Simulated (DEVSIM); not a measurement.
Structure: abrupt In0.53Ga0.47As p-n junction, at 350 K.

Layer 1 from the left is In0.53Ga0.47As, thickness (μm) 72.0, Na (cm⁻³) 6.2e16, τn (s) 2.9e-9, τp (s) 2.9e-9. Layer 2 from the left is In0.53Ga0.47As, thickness (μm) 0.340, Nd (cm⁻³) 3.2e16, τn (s) 2.9e-9, τp (s) 2.9e-9.

Left contact: ohmic. Right contact: ohmic. Voltage is applied to the left contact. Recombination: SRH at mid-gap, Auger. Mobility is constant in doping.

Constants are typed, rounded textbook-type inputs, not results; the design itself was drawn at random and stands for no fabricated device. Values at 300 K; Nc and Nv go as T^1.5, mobilities as T to minus their exponent, the gap by Varshni's rule with the affinity fixed.

In0.53Ga0.47As: gap (eV) 0.74, affinity (eV) 4.51, permittivity 13.9, Nc (cm⁻³) 2.1e17, Nv (cm⁻³) 7.7e18, μn (cm²/Vs) 12000, μp (cm²/Vs) 300, T exponent of μn 1.6, T exponent of μp 1.6, Cn (cm⁶/s) 5e-29, Cp (cm⁶/s) 5e-29, Varshni α (eV/K) 0.00035, Varshni β (K) 190.

DEVSIM, 1D drift-diffusion, Boltzmann statistics, complete ionisation; no tunnelling, impact ionisation, image-force lowering or self-heating.

Task: What does the simulation give for the dark forward voltage at 1 A/cm², the largest field in the device at zero bias, the potential step across the device at zero bias, the dark forward voltage at 100 A/cm²?

Result: dark forward voltage at 1 A/cm² 0.258 V; largest field in the device at zero bias 50000 V/cm; potential step across the device at zero bias 0.509 V; dark forward voltage at 100 A/cm² 0.671 V.
